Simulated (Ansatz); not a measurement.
Si vacancy (V_Si) in tetragonal WSi2 (start: the Si site; 54-site cell, 4×4×4 shifted sampling), charge 0. Method: PBE, PAW (plane waves to 420 eV; Ansatz, a first-principles code).

```yaml
total_energy_of_the_defect_cell: -209196.3076 eV
total_energy_of_the_perfect_cell: -209834.2811 eV
"μ(Si) in silicon, atoms added −1": -635.8098 eV
"Δμ(Si), W-rich": -0.510 eV
```

### Question
Work out the formation energy.

### Answer
E_f = E(defect) − E(perfect) − Σ n μ = 637.974 − (636.320) = 1.65 eV.
